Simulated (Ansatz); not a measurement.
Data:

```yaml
crystal:
  lattice:
    - [0.00000, 2.73525, 2.73525]
    - [2.73525, 0.00000, 2.73525]
    - [2.73525, 2.73525, 0.00000]
  atoms:
    - { symbol: Al, position: [0.00000, 0.00000, 0.00000] }
    - { symbol: P, position: [0.75000, 0.75000, 0.75000] }
```

Level of theory: HSE06, rigid bands (plane waves, PAW, scalar-relativistic; Ansatz, a first-principles code). Geometry: cell and atoms relaxed with PBEsol.

Task: Predict the hole conductivity mass (n e² τ/σ) at 300 K, by direction if it differs.

Result: 0.58 mₑ.

Task: Predict the electron conductivity mass (n e² τ/σ) at 300 K, by direction if it differs.

Result: 0.33 mₑ.

Task: And the band gap?

Result: 2.28 eV at this level.

Rigid bands, one relaxation time for all states, no polarons. Spin-orbit coupling is left out; where it splits the top of the valence band it changes the hole mass and lowers the gap by about a third of the splitting. Geometry: cell and atoms relaxed with PBEsol.
